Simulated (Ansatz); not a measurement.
Input and output of a self-consistent single point for Re2Bi (Fd-3m, 6 atoms in the cell) (Ansatz, an electronic-structure program).

Computed with PBEsol, default PAW files made with PBE (plane waves; Ansatz).

```yaml
crystal:
  lattice:
    - [0.00000, 3.82812, 3.82812]
    - [3.82812, 0.00000, 3.82812]
    - [3.82812, 3.82812, 0.00000]
  atoms:
    - { symbol: Re, position: [0.12500, 0.12500, 0.12500] }
    - { symbol: Re, position: [0.62500, 0.12500, 0.12500] }
    - { symbol: Re, position: [0.12500, 0.62500, 0.12500] }
    - { symbol: Re, position: [0.12500, 0.12500, 0.62500] }
    - { symbol: Bi, position: [0.75000, 0.75000, 0.75000] }
    - { symbol: Bi, position: [0.50000, 0.50000, 0.50000] }
```

Reference input (self-consistent single point, DFT, PBEsol, plane waves, default PAW files made with PBE): kpoints.mp_grid.grid = 8 8 8; hamiltonian.xc = pbesol; hamiltonian.pseudopotentials = {kind: paw} (the program's default PAW files); scf.occupations.method = cold; scf.occupations.width = 0.01 Ry. This run's input differs from it in these lines:

Ansatz 0.2 input:
```diff
@@ -13,3 +13,3 @@
 kpoints:
-  mp_grid: { grid: [8, 8, 8] }
+  mp_grid: { grid: [7, 7, 7] }
 hamiltonian:
@@ -18,3 +18,3 @@
 scf:
-  occupations: { method: cold, width: 0.01 Ry }
+  occupations: { method: cold, width: 0.0073 Ry }
 output:
```

The program printed (abridged):

```
SCF iter   1: F=—  HF=-67427.526768 eV  |F-HF|=—  |Δ(HF+E_count)|=         —  Δρ=5.91e-3  dr2=1.24e-2  ethr=1.77e-3  ⟨swp⟩=5.7  Hψ=3716  notcnv=0
all-band conjugate gradients solve this SCF's bands
preconditioner: auto → Kerker (q_TF=auto, 2.630 Å⁻¹)
SCF iter   2: F=—  HF=-67427.527151 eV  |F-HF|=—  |Δ(HF+E_count)|=   3.83e-4  S|Δr|=    0.00e0  Δρ=3.22e-3  dr2=4.23e-3  ethr=1.38e-5  ⟨swp⟩=2.1  Hψ=1608  notcnv=0
SCF iter   3: F=—  HF=-67427.526650 eV  |F-HF|=—  |Δ(HF+E_count)|=   5.01e-4  S|Δr|=    0.00e0  Δρ=2.90e-4  dr2=6.94e-5  ethr=4.70e-6  ⟨swp⟩=2.5  Hψ=1646  notcnv=0
SCF iter   4: F=—  HF=-67427.526623 eV  |F-HF|=—  |Δ(HF+E_count)|=   2.71e-5  S|Δr|=    0.00e0  Δρ=6.68e-5  dr2=4.52e-6  ethr=7.71e-8  ⟨swp⟩=2.5  Hψ=1592  notcnv=0
SCF iter   5: F=—  HF=-67427.526622 eV  |F-HF|=—  |Δ(HF+E_count)|=   5.54e-7  S|Δr|=    0.00e0  Δρ=1.37e-5  dr2=1.99e-7  ethr=5.03e-9  ⟨swp⟩=2.0  Hψ=1461  notcnv=0
SCF iter   6: F=-67427.526622 eV  HF=-67427.526622 eV  |F-HF|=2.18e-8  |Δ(HF+E_count)|=   3.96e-8  S|Δr|=    0.00e0  Δρ=4.15e-6  dr2=3.24e-8  ethr=1.11e-10  ⟨swp⟩=8.3  Hψ=4198  notcnv=0
SCF 1 converged in 6 iterations: F = -67427.526622 eV  dr2 = 3.24e-8
Stability not checked (fill_not_monotonic)
Free energy (F): -67427.526622 eV
Internal energy: -67427.529568 eV  (E = F + TS)
E sigma→0 (E₀):  -67427.527604 eV
Entropy (-TS):   0.002945 eV (0.491 meV/atom)
Fermi energy:    19.629016 eV
--- Forces (eV/Å), atoms counted from 1 ---
  atom   1  Re     0.00000000    -0.00000000     0.00000000
   [... zero for the other atoms too ...]
--- Stress (GPa, compression-positive) ---
       -2.309336       0.000000      -0.000000
        0.000000      -2.309336       0.000000
       -0.000000       0.000000      -2.309336
  P = ⅓ Tr σ = -2.3093 GPa (-23.093 kbar)
  The stress holds the Pulay correction. Without it, at fixed plane waves, as pw.x and ABINIT print it: P = -2.4041 GPa
```

The run converged in 6 iterations. Against the reference run the free energy hardly moves (within 1 meV/atom) and the pressure goes from -2.11 to -2.31 GPa.

The starting cell was generated: these elements placed on a structure prototype, without a prior relaxation; it need not be a known phase or ordering of this composition. Spin polarisation is off. Ansatz's pressure includes its estimate of the finite-basis (Pulay) stress.
